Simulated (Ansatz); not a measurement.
CsCl-type CoAl was calculated with LC-ωPBE in Ansatz (plane waves, PAW).

Numerical settings: plane-wave cutoff 460 eV, 10×10×10 k mesh, Fermi–Dirac smearing 0.05 eV, no spin polarisation, scalar-relativistic PAW data made under PBE.

The volume scan:

```
V (Å³/atom)  E − E_lowest (meV/atom)
-----------  -----------------------
10.189                         21.98
10.572                          1.73
10.726                          0.00
10.994                          4.76
11.299                         20.84
```

Q: Fit the third-order Birch–Murnaghan equation and give B0 and B′.

A: V0 = 10.727 Å³/atom, B0 = 239 GPa, B′ = 4.1 (fit to the energies at full precision).

Measured, for comparison: bulk modulus 162 GPa, equilibrium volume per atom 11.71 Å³/atom (room temperature, not corrected to a static lattice; as tabulated in Yamada et al. (2019), arXiv:1910.09660). Computed (rounded) less measured: bulk modulus +48 %, equilibrium volume per atom -8.4 %.

Note: the run has no spin polarisation, so it can have missed a magnetic state.

Computed values are for the static lattice.

Ansatz is a quantum-chemistry and plane-wave program.
